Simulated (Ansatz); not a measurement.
## How far PBE and PBEsol part for hypothetical Cmcm AlCrB

Take AlCrB (space group Cmcm, No. 63; a = 3.0013 Å, b = 13.8968 Å, c = 2.9670 Å; non-magnetic; a hypothetical phase, not in the database extracts checked) as the base.

(Cell as relaxed with PBE.)

Levels (all Ansatz, a quantum-chemistry and plane-wave program, PAW): PBE (420 eV, spin-orbit coupling left out); PBEsol (420 eV, spin-orbit coupling left out).

Each level relaxes its own structure.

| quantity | PBE | PBEsol |
|---|---|---|
| volume per atom | 10.31 Å³ | ? |
| space group | Cmcm (No. 63) | ? |
| band gap | zero | ? |

Question: Predict the PBEsol column.

Answer: 
- volume per atom, PBEsol: 10.08 Å³
- space group, PBEsol: Cmcm (No. 63)
- band gap, PBEsol: zero

PBE's volume per atom lies 0.237 Å³ above PBEsol's (2.4 %); the two agree on the space group and band gap. Neither level is exact; PBEsol is the comparison here, not a measurement.

Whether these cells are dynamically stable was not tested. Seeded moments were not kept for the base. All final runs are without spin polarisation.
